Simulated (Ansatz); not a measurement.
## NaCl in the rock salt structure (space group Fm-3m, No. 225)

```xyz
2
Lattice="0.0000 2.8039 2.8039 2.8039 0.0000 2.8039 2.8039 2.8039 0.0000" Properties=species:S:1:pos:R:3 pbc="T T T"
Cl     0.0000     0.0000     0.0000
Na     2.8039     2.8039     2.8039
```

The values are results of r2SCAN in Ansatz (plane waves to 500 eV, PAW, no SOC), not measurements. k-mesh 10×10×10 (Γ-centred); smearing 0.05 eV (Fermi–Dirac).

- Volume per atom = 22.04 Å³
- Density = 2.20 g/cm³
- Band gap = 5.97 eV, direct at Γ
- Electron mass = 0.40 mₑ
- Hole mass (degenerate bands, along [100]) = 0.65, 2.7, 2.7 mₑ
- Lowest conduction-band minima above the VBM = Γ 5.97 eV
- Total energy = -1288.164 eV/atom (σ→0; compares only within this code and set-up)

Masses are band curvatures over ±0.01 Å⁻¹ around the edge. No phonon test of stability was made.

Ansatz is a quantum-chemistry and plane-wave program.
